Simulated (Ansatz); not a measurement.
Structures of equal composition on the (111) surface of fcc Ag: a layer of Sc in place of the second plane; a layer of Sc in place of the third plane. The slabs share one bottom face, and each structure is named by its start. These are constructed structures in small cells; real faces may alloy, dewet or reconstruct in larger ones, and not all known structures of the face are among them. Slabs of about 12 Å, Fermi-Dirac smearing of 0.1 eV. Bottom of the slabs: a bare face, its two planes held. Relaxed from the named starts with such symmetry as they have, on meshes of like density; energies extrapolated to zero smearing; spin only where a row says so; no spin-orbit coupling, no U. Brackets mark spin-polarised runs, whose order is one that fits the cell.

These are PBE (plane waves to 420 eV, PAW; Ansatz, a quantum-chemistry and plane-wave program) values and carry that method's errors.

Q: Rank these by energy per 1x1 cell (lowest first), as PBE gives it.

A: a layer of Sc in place of the second plane (0.000 eV), a layer of Sc in place of the third plane (0.026 eV)
